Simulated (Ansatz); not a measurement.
# SnO, pressure series

Consider SnO in the litharge type structure (space group P4/nmm, No. 129; a = 3.837 Å, c = 4.759 Å; layered, stacked along the Cartesian z axis).

Cell and atoms are relaxed at each pressure.

Levels (all Ansatz, a first-principles code, PAW): PBE-D3(BJ) (420 eV, no spin-orbit coupling); r2SCAN (500 eV, no spin-orbit coupling); PBE+SOC (420 eV, with spin-orbit coupling).

Band gaps by level, all at the geometries relaxed with PBE-D3(BJ):

| case | PBE-D3(BJ) | r2SCAN | PBE+SOC |
|---|---|---|---|
| base | zero | 0.11 eV | zero |
| pressure −1 GPa | 0.21 eV | 0.35 eV | – |
| pressure 0.9 GPa | zero | zero | zero |
| pressure 2.1 GPa | zero | zero | zero |
| pressure 4.5 GPa | zero | zero | zero |
| pressure 9 GPa | zero | zero | zero |
| pressure 15 GPa | zero | zero | zero |
| pressure 22.5 GPa | zero | zero | zero |

Single points use the geometry relaxed with PBE-D3(BJ). Differences between runs with and without spin-orbit coupling are approximate. Load acts through the strain it causes; cell and atoms are relaxed under it. Stability against distortions was not tested. No other phases were tried under pressure. The runs without spin-orbit coupling are not spin-polarised. The zero or small gap of SnO can change with the level of theory.
